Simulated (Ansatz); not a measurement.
**Alloy series in GaN**

The reference is GaN in the zinc blende structure (space group F-43m, No. 216; a = 4.498 Å).

The other end (x = 1) is AlN in the zinc blende structure (space group F-43m, No. 216): 10.43 Å³/atom, gap 3.94 eV; this end may not be an ambient phase.

Al replaces a fraction x of Ga; each row is one arrangement (x, atoms in the cell, starting space group or random), fully relaxed.

Computed with r2SCAN (Ansatz, an electronic-structure program; PAW; 500 eV plane waves; scalar-relativistic without spin-orbit coupling).

| Al fraction x | volume per atom (Å³/atom) |
|---|---|
| 0 | 11.375 |
| 0.25 (Cm, 8 atoms) | 11.131 |
| 0.25 (P-43m, 8 atoms) | 11.130 |
| 0.25 (Pmm2, 8 atoms) | 11.130 |
| 0.333 (Imm2, 6 atoms) | 11.048 |
| 0.5 (R3m, 8 atoms) | 10.901 |
| 0.5 (P-4m2, 8 atoms) | 10.893 |
| 0.5 (Pmn2_1, 8 atoms) | 10.891 |
| 0.75 (P-4m2, 8 atoms) | ? |
| 1 | 10.430 |

**Question.** Fit V(x) = (1 − x) V(0) + x V(1) − b x(1 − x) with the ends held (b = 0 is Vegard's rule) to the rows shown and predict the withheld row.

**Answer.** Least squares on the printed values gives b = 0.04 Å³/atom, against 10.666 Å³/atom from the straight line alone (largest residual 0.008 Å³/atom); this predicts 10.659 Å³/atom, and the run gives 10.659 Å³/atom, in agreement.

Each cell is one ordered arrangement of few atoms, which overstates ordering effects compared with a random alloy. No phonon test of stability was made. This is not the structure that GaN has at room temperature and ambient pressure. This is not the structure that AlN has at room temperature and ambient pressure.
